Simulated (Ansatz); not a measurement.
Consider ZnSe in the zinc blende structure (space group F-43m, No. 216).

```yaml
crystal:
  lattice:
    - [0.00000, 2.81676, 2.81676]
    - [2.81676, 0.00000, 2.81676]
    - [2.81676, 2.81676, 0.00000]
  atoms:
    - { symbol: Se, position: [0.75000, 0.75000, 0.75000] }
    - { symbol: Zn, position: [0.00000, 0.00000, 0.00000] }
```

Cartesian axes are those of the cell as printed.

Level of theory: PBEsol (Ansatz, a quantum-chemistry and plane-wave program), without spin-orbit coupling.

It is then changed as follows: uniaxial strain ε_yy = +2.26 %, all other strain components held at zero; the atoms relax in the strained cell.

### Question
Predict the stress tensor and what it implies for the stiffness.

### Answer
Stress of the strained cell less that of the base (GPa, compression positive):
```
  -1.11    0.00    0.00
   0.00   -1.96    0.00
   0.00    0.00   -1.11
```

Then −Δσ_ii/ε with ε = 0.0226 gives secant stiffness values (nonlinear terms included at this strain): C22 ≈ 87 GPa, C12 ≈ 49 GPa and C23 ≈ 49 GPa.

Stability against distortions was not tested.
